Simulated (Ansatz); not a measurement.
# BN in the rock salt structure (space group Fm-3m, No. 225; a hypothetical phase, not in the database extracts checked)

```yaml
crystal:
  lattice:
    - [0.00000, 1.75173, 1.75173]
    - [1.75173, 0.00000, 1.75173]
    - [1.75173, 1.75173, 0.00000]
  atoms:
    - { symbol: N, position: [0.00000, 0.00000, 0.00000] }
    - { symbol: B, position: [0.50000, 0.50000, 0.50000] }
```

All numbers come from DFT with PBE, PAW potentials and a 420 eV plane-wave cutoff in Ansatz (a program for electronic structure), no spin-orbit coupling. Settings: 16×16×16 k-points, 0.05 eV Fermi–Dirac smearing.

Volume per atom: 5.38 Å³
Density: 3.83 g/cm³
Band gap: 1.13 eV, indirect, K–Γ (54 % along) → X
Electron mass: 1.6 mₑ along k, 0.33 mₑ across
Lowest conduction-band minima above the VBM: X along ⟨100⟩ 1.13 eV
Total energy: -269.386 eV/atom (σ→0; compares only within this code and set-up)

Effective masses come from finite differences of ±0.01 Å⁻¹. Along k means along the line from Γ to the band edge. Whether these cells are dynamically stable was not tested.
